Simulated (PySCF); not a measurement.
PySCF 2.14.0, B3LYP/def2-svp: CC[C@@H]1C[SiH2][C@H]1O, 19 atoms. The geometry is a generated start, not checked to be a minimum at this level.

```json
{
 "task": "energy",
 "method": "b3lyp",
 "basis": "def2-svp",
 "mol.max_memory": "7000 MB",
 "mf.init_guess": "minao (default)",
 "mf.DIIS": "CDIIS (default)",
 "mf.diis_space": "8 (default)",
 "mf.conv_tol": "1e-09 (default)",
 "mf.grids.level": "3 (default)",
 "basis functions (reference run)": "162",
 "grid points (reference run)": "221552"
}
```

```xyz
19

C      2.3733    -0.4548     0.2906
C      1.4224     0.5965    -0.2580
C      0.0325     0.0036    -0.5094
C     -1.0058     1.0636    -1.0294
Si    -2.3765     0.0522    -0.2131
C     -0.7931    -0.3858     0.7797
O     -0.6813    -1.7574     1.2070
H      2.0336    -0.8285     1.2615
H      3.3732    -0.0300     0.4228
H      2.4512    -1.3087    -0.3901
H      1.8280     0.9876    -1.1984
H      1.3624     1.4366     0.4436
H      0.1366    -0.8422    -1.2116
H     -1.0669     1.1531    -2.1168
H     -0.9042     2.0611    -0.5903
H     -3.3788     0.8380     0.5538
H     -2.9039    -1.0530    -1.0561
H     -0.6532     0.3026     1.6209
H     -1.2494    -1.8346     1.9934
```

The reference run uses exact four-centre integrals. Each setting ran once; only counts and results are compared.

Settings tried, all else as in the reference:
- COSX exchange (sgx_fit, pjs) with fitted J, mf.with_df.grids_level_i = 1, mf.with_df.grids_level_f = 1
- density fitting, auxbasis = def2-universal-jfit
- COSX exchange (sgx_fit, pjs) with fitted J, mf.with_df.grids_level_i = 1, mf.with_df.grids_level_f = 4
- density fitting of J alone, exact K
- COSX exchange (sgx_fit, pjs) with fitted J, mf.with_df.grids_level_i = 1, mf.with_df.grids_level_f = 3
- density fitting, auxbasis = autoaux
- COSX exchange (sgx_fit, pjs) with fitted J, mf.with_df.grids_level_i = 1, mf.with_df.grids_level_f = 2 (default)
- density fitting

**Question.** Which settings reproduce the reference to 1.0 meV/atom in energy?

**Answer.** Within it: density fitting, auxbasis = autoaux; density fitting; COSX exchange (sgx_fit, pjs) with fitted J, mf.with_df.grids_level_i = 1, mf.with_df.grids_level_f = 3; COSX exchange (sgx_fit, pjs) with fitted J, mf.with_df.grids_level_i = 1, mf.with_df.grids_level_f = 2 (default); density fitting of J alone, exact K; COSX exchange (sgx_fit, pjs) with fitted J, mf.with_df.grids_level_i = 1, mf.with_df.grids_level_f = 4; COSX exchange (sgx_fit, pjs) with fitted J, mf.with_df.grids_level_i = 1, mf.with_df.grids_level_f = 1. Outside: density fitting, auxbasis = def2-universal-jfit.

```json
[
 {"setting": "density fitting, auxbasis = autoaux", "energy against the reference": "−0.17 meV/atom"},
 {"setting": "density fitting", "energy against the reference": "−0.19 meV/atom"},
 {"setting": "COSX exchange (sgx_fit, pjs) with fitted J, mf.with_df.grids_level_i = 1, mf.with_df.grids_level_f = 3", "energy against the reference": "−0.28 meV/atom"},
 {"setting": "COSX exchange (sgx_fit, pjs) with fitted J, mf.with_df.grids_level_i = 1, mf.with_df.grids_level_f = 2 (default)", "energy against the reference": "−0.28 meV/atom"},
 {"setting": "density fitting of J alone, exact K", "energy against the reference": "−0.28 meV/atom"},
 {"setting": "COSX exchange (sgx_fit, pjs) with fitted J, mf.with_df.grids_level_i = 1, mf.with_df.grids_level_f = 4", "energy against the reference": "−0.28 meV/atom"},
 {"setting": "COSX exchange (sgx_fit, pjs) with fitted J, mf.with_df.grids_level_i = 1, mf.with_df.grids_level_f = 1", "energy against the reference": "−0.29 meV/atom"},
 {"setting": "density fitting, auxbasis = def2-universal-jfit", "energy against the reference": "+480 meV/atom"}
]
```

Total energies are compared; such shifts often cancel in part in energy differences. sgx_fit (COSX, pjs=True) fits J as well, so its difference is the sum of the grid's shift in exchange and the fit's in Coulomb. def2-universal-jfit is made for Coulomb alone and misses functions that exchange needs. Also tried and not ranked: density fitting, auxbasis = def2-universal-jkfit (same energy as a listed run). The tolerance is a choice made for this comparison.
